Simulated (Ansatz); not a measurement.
Take CsSnBr$_{3}$ in the cubic perovskite structure (space group Pm-3m, No. 221) as the base.

```xyz
5
Lattice="5.7645 0.0000 0.0000 0.0000 5.7645 0.0000 0.0000 0.0000 5.7645" Properties=species:S:1:pos:R:3 pbc="T T T"
Cs     0.0000     0.0000     0.0000
Sn     2.8822     2.8822     2.8822
Br     0.0000     2.8822     2.8822
Br     2.8822     2.8822     0.0000
Br     2.8822     0.0000     2.8822
```

Computed with DFT with PBEsol, PAW potentials and a 420 eV plane-wave cutoff in Ansatz (a program for electronic structure), no spin-orbit coupling, earlier PAW set.

Base values:

| Item | Value |
|---|---|
| Band gap | 0.22 eV |
| Volume per atom | 38.31 Å³ |
| Gap character | direct at R |

Now apply this change: every Sn is replaced by Pb; the structure is relaxed again.

Tabulated Pauling electronegativity and covalent radius: Sn 1.96, 1.39 Å; Pb 2.33, 1.46 Å.

Q: How does this affect the electron mass, band gap, volume per atom and gap character?

A: The electron mass (degenerate bands, along [100]) is 0.077, 0.74, 0.74 mₑ (at R); the band gap grows by 1.22 eV (0.22 eV → 1.44 eV); the volume per atom grows by 2.19 Å³, from 38.31 Å³ to 40.50 Å³; the gap character remains direct at R.

With Pb present, leaving out spin-orbit coupling can change the band edges. Effective masses come from finite differences of ±0.01 Å⁻¹. No phonon test of stability was made. Many cubic perovskites are stable only at high temperature; tilts and polar distortions were not tested. This is not the structure that CsPbBr3 has at room temperature and ambient pressure. A zero or small gap of CsSnBr3 can be the functional's error rather than a property of the material.
